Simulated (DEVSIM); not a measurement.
System: Al/AlN/n-Si capacitor, at 300 K.

Layer 1 from the left is AlN, thickness (nm) 4.50. Layer 2 from the left is Si, thickness (nm) 4100, Nd (cm⁻³) 2e16.

Metal gate on the left, work function 4.1 eV. Fixed charge at the semiconductor interface 4.6e10 cm⁻² (in units of +e); no interface traps.

The device is made up for the run: typed textbook-type constants, with dimensions and the other settings drawn at random. Values at 300 K.

AlN: gap (eV) 6.1, affinity (eV) 1.9, permittivity 8.5. Si: gap (eV) 1.124, affinity (eV) 4.05, permittivity 11.7, Nc (cm⁻³) 2.86e19, Nv (cm⁻³) 3.1e19.

### Question
Estimate by hand the flat-band voltage, the threshold voltage, and compare with a numerical solution.

### Answer

- Flat-band voltage: C = 1.67 μF/cm², work-function difference -0.138 V; VFB = φms − qNf/C = -0.14 V; numerical -0.14 V.
- Threshold voltage: φF = 0.373 V, depletion charge √(4εqNφF) = 7.04e-8 C/cm²; VT = VFB − 2φF − Qd/C = -0.93 V; numerical -0.93 V.

DEVSIM, 1D Poisson equation in equilibrium, Boltzmann statistics, complete ionisation; no quantum confinement or tunnelling. Metal contacts follow the ideal Schottky-Mott rule: no Fermi-level pinning, no interface dipoles.
